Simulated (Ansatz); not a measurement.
**Worked example: self-consistent single point of Cs2KGaI6 (Fm-3m, 10 atoms in the cell) in Ansatz (an electronic-structure program)**

Method: PBEsol, default PAW files made with PBE (plane waves; Ansatz).

This input was run:

Ansatz 0.2 input:
```yaml
crystal:
  lattice:
    - [0.000000, 6.094461, 6.094461]
    - [6.094461, 0.000000, 6.094461]
    - [6.094461, 6.094461, 0.000000]
  atoms:
    - { symbol: Cs, position: [0.250000, 0.250000, 0.250000] }
    - { symbol: Cs, position: [0.750000, 0.750000, 0.750000] }
    - { symbol: K, position: [0.500000, 0.500000, 0.500000] }
    - { symbol: Ga, position: [0.000000, 0.000000, 0.000000] }
    - { symbol: I, position: [0.749100, 0.250900, 0.250900] }
    - { symbol: I, position: [0.250900, 0.749100, 0.749100] }
    - { symbol: I, position: [0.250900, 0.749100, 0.250900] }
    - { symbol: I, position: [0.749100, 0.250900, 0.749100] }
    - { symbol: I, position: [0.250900, 0.250900, 0.749100] }
    - { symbol: I, position: [0.749100, 0.749100, 0.250900] }
basis:
  ecutwfc: 420.0
kpoints:
  mp_grid:
    grid: [3, 3, 3]
hamiltonian:
  xc: pbesol
  pseudopotentials:
    kind: paw
scf:
  occupations:
    method: cold
    width: 0.05
output:
  forces: true
  eigenvalues: true
  stress: true
```

Log, with long lists cut:

```
Pseudopotentials: kind: paw
Pseudopotential: Cs, paw, valence charge 9
Pseudopotential: K, paw, valence charge 9
Pseudopotential: Ga, paw, valence charge 13
Pseudopotential: I, paw, valence charge 17
Crystal: 10 atoms, lattice volume = 452.726 Å³
Basis set: ecut = 420 eV, 8801 PW (Γ), exchange–correlation on 120×120×120 points (8 copies of the dense FFT grid, shifted against one another)
Bands: 86, of which v1, the nominal top of the filled ones, is band 71 counted from 1 (70 counted from 0)
Symmetry: 48 space group operations
Space group: Fm-3m (ITA 225), of the structure as read, at distance tolerance 7.7e-5 Å
k-points: 4 of 27
PAW frozen core: Cs, regenerated for the run's functional, and the local potential with it
PAW frozen core: K, regenerated for the run's functional, and the local potential with it
PAW frozen core: Ga, regenerated for the run's functional, and the local potential with it
PAW frozen core: I, regenerated for the run's functional, and the local potential with it
Initial density: superposition of atomic densities (neutral atoms: chi_scale 0, normalization atom), corrected by the library's trained network
Initial wavefunctions: pseudopotential atomic-orbital guess
Eigensolver: davidson
Functional: x = pbesol(κ = 0.804, μ = 0.12345679012345678), c = pbesol(β = 0.046)
SCF iter   1: F=—  HF=-61033.477407 eV  |F-HF|=—  |Δ(HF+E_count)|=         —  Δρ=2.04e-3  dr2=2.34e-2  ethr=1.77e-3  ⟨swp⟩=6.8  Hψ=1430  notcnv=0  defer=24
all-band conjugate gradients solve this SCF's bands
preconditioner: auto → LDOS
SCF iter   2: F=—  HF=-61033.477405 eV  |F-HF|=—  |Δ(HF+E_count)|=   1.87e-6  S|Δr|=    0.00e0  Δρ=1.61e-3  dr2=2.64e-2  ethr=1.65e-5  ⟨swp⟩=3.0  Hψ=800  notcnv=0  defer=41
SCF iter   3: F=—  HF=-61033.469534 eV  |F-HF|=—  |Δ(HF+E_count)|=   7.87e-3  S|Δr|=    0.00e0  Δρ=5.43e-4  dr2=3.07e-3  ethr=1.65e-5  ⟨swp⟩=3.0  Hψ=623  notcnv=0  defer=41
SCF iter   4: F=—  HF=-61033.468868 eV  |F-HF|=—  |Δ(HF+E_count)|=   6.66e-4  S|Δr|=    0.00e0  Δρ=1.51e-4  dr2=3.37e-4  ethr=2.16e-6  ⟨swp⟩=2.0  Hψ=588  notcnv=0  defer=41
SCF iter   5: F=—  HF=-61033.468764 eV  |F-HF|=—  |Δ(HF+E_count)|=   1.04e-4  S|Δr|=    0.00e0  Δρ=4.92e-5  dr2=8.70e-6  ethr=2.37e-7  ⟨swp⟩=2.0  Hψ=448  notcnv=0  defer=41
SCF iter   6: F=—  HF=-61033.468959 eV  |F-HF|=—  |Δ(HF+E_count)|=   1.95e-4  S|Δr|=    0.00e0  Δρ=1.07e-5  dr2=4.07e-7  ethr=6.13e-9  ⟨swp⟩=2.0  Hψ=487  notcnv=0  defer=41
SCF iter   7: F=-61033.468959 eV  HF=-61033.468959 eV  |F-HF|=6.33e-8  |Δ(HF+E_count)|=   3.91e-7  S|Δr|=    0.00e0  Δρ=3.72e-6  dr2=5.43e-8  ethr=7.04e-11  ⟨swp⟩=20.0  Hψ=2375  notcnv=0
SCF 1 converged in 7 iterations: F = -61033.468959 eV  dr2 = 5.43e-8
SCF converged after 7 iterations
Stability not checked (fill_not_monotonic)
Free energy (F): -61033.468959 eV
Harris-Foulkes:  -61033.468959 eV  (|F-HF|=6.33e-8)
Internal energy: -61033.468911 eV  (E = F + TS)
E sigma→0 (E₀):  -61033.468943 eV
Entropy (-TS):   -0.000048 eV (-0.005 meV/atom)
Fermi energy:    3.457613 eV
Step filling:    the computed levels leave a gap of 0.0000 eV = 0.0 smearing widths
--- Per-component energies (eV) ---
  E_band       = -2747.722404
  E_kinetic    = 1785.438673
  E_local      = -17565.408655  (includes V_loc(G=0)·N_el)
  E_nonlocal   = -28.839858
  E_hartree    = 8646.066483
  E_xc         = -1306.189494
  E_vxc        = -1239.079273  (∫ρ·V_xc dr)
  E_paw        = -41100.912919  (= ΣΔE_a)
  E_vpaw       = -2991.984256  (= ΣTr[D̂ρ^β])
  E_aug_tail   = -0.000043  (compensation charges beyond the density's cutoff)
  E_ewald      = -11467.355134
  E_core_change = 3.732036  (= ΣΔE_core)
  E_smearing   = -0.000048  (= −TS)
  E_closure    = -0.000000  (closes the sum)
  Σ components = -61033.468959   (vs F -61033.468959, Δ=0.00e0)
--- Forces (eV/Å), atoms counted from 1 ---
  atom   1  Cs    -0.00000000     0.00000000     0.00000000
  atom   2  Cs    -0.00000000     0.00000000    -0.00000000
  atom   3  K      0.00000000    -0.00000000     0.00000000
  atom   4  Ga     0.00000000    -0.00000000     0.00000000
  atom   5  I     -1.49631829     0.00000000    -0.00000000
  atom   6  I      1.49631829    -0.00000000    -0.00000000
  atom   7  I     -0.00000000    -1.49631829     0.00000000
  atom   8  I      0.00000000     1.49631829     0.00000000
  atom   9  I     -0.00000000     0.00000000    -1.49631829
  atom  10  I     -0.00000000    -0.00000000     1.49631829
  max |Σ_I F_I| component: 4.44e-16 eV/Å
--- Stress (GPa, compression-positive) ---
       -0.844005       0.000000      -0.000000
        0.000000      -0.844005       0.000000
       -0.000000       0.000000      -0.844005
  P = ⅓ Tr σ = -0.8440 GPa (-8.440 kbar)
  The stress holds the Pulay correction. Without it, at fixed plane waves, as pw.x and ABINIT print it: P = -0.8575 GPa
--- Band table (eV) ---
  k-point 0: bands = ["-40.1166", "-40.1163", "-40.1163", "-40.1163", "-40.1161", "-40.1161", "-40.0738", "-40.0738", "-40.0738", "-40.0735", "-40.0735", "-40.0735", "-40.0734", "-40.0734", "-40.0734", "-40.0731", "-40.0731", "-40.0731", "-39.9588", [...]
  k-point 1: bands = ["-40.1165", "-40.1163", "-40.1162", "-40.1162", "-40.1162", "-40.1162", "-40.0737", "-40.0737", "-40.0737", "-40.0735", "-40.0735", "-40.0735", "-40.0733", "-40.0733", "-40.0733", "-40.0732", "-40.0732", "-40.0731", "-39.9588", [...]
  k-point 2: bands = ["-40.1165", "-40.1163", "-40.1163", "-40.1163", "-40.1162", "-40.1161", "-40.0738", "-40.0736", "-40.0736", "-40.0735", "-40.0734", "-40.0734", "-40.0734", "-40.0734", "-40.0734", "-40.0732", "-40.0732", "-40.0731", "-39.9588", [...]
  k-point 3: bands = ["-40.1164", "-40.1164", "-40.1163", "-40.1162", "-40.1162", "-40.1162", "-40.0737", "-40.0736", "-40.0736", "-40.0735", "-40.0734", "-40.0734", "-40.0734", "-40.0734", "-40.0733", "-40.0733", "-40.0732", "-40.0732", "-39.9588", [...]
```

The run converged in 7 iterations.

The starting cell was generated: these elements placed on a structure prototype, without a prior relaxation; it need not be a known phase or ordering of this composition. Spin-orbit coupling is off. Forces in this geometry exceed 1 eV/Å. Ansatz's pressure includes its estimate of the finite-basis (Pulay) stress. The run gives no clean gap (levels at the Fermi energy touch, overlap or are partly filled at this smearing), which alone does not show that the compound is a metal.
